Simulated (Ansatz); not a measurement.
Equilibrium volume per atom of SiGe (model structure, started from the beta GaS type, P6₃/mmc, No. 194, 8 atoms in the cell) at several levels of theory

No measured value is used here.

```csv
level (code),value (Å³/atom)
PBE (Ansatz),21.72
PBEsol (Ansatz),20.80
PBE-D3(BJ) (Ansatz),20.89
```

Ansatz's density-functional and Hartree–Fock values are scalar-relativistic unless marked +SOC, with PAW data made under PBE.

A model structure was made by putting elements into a prototype or built by hand; it is no filed structure, need not be a known phase, and can be a saddle point held by its symmetry.

Ansatz is a quantum-chemistry and plane-wave program.
